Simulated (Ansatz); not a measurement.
## Ir: pressure series

The reference is Ir in the fcc (Cu type) structure (space group Fm-3m, No. 225).

```
Ir
1.0
    0.00000     1.93527     1.93527
    1.93527     0.00000     1.93527
    1.93527     1.93527     0.00000
Ir
1
Cartesian
  0.00000   0.00000   0.00000
```

Cell and atoms are relaxed at each pressure.

Method: Ansatz (an electronic-structure program) PBE, without spin-orbit coupling, earlier PAW set.

Notes on the quantities. enthalpy: H = E + PV relative to the base's energy.

```tsv
case	lattice parameter a	enthalpy
base	3.871 Å	–
pressure −2 GPa	3.878 Å	-0.18 eV/atom
pressure −1 GPa	3.874 Å	-0.09 eV/atom
pressure 1.8 GPa	3.864 Å	+0.16 eV/atom
pressure 4.2 GPa	3.855 Å	+0.38 eV/atom
pressure 9 GPa	3.839 Å	+0.80 eV/atom
pressure 18 GPa	3.812 Å	+1.59 eV/atom
pressure 30 GPa	3.779 Å	+2.61 eV/atom
pressure 45 GPa	3.743 Å	+3.86 eV/atom
pressure 60 GPa	3.712 Å	+5.07 eV/atom
```

Load acts through the strain it causes; cell and atoms are relaxed under it. Stability against distortions was not tested. No other phases were tried under pressure. The final runs are not spin-polarised.
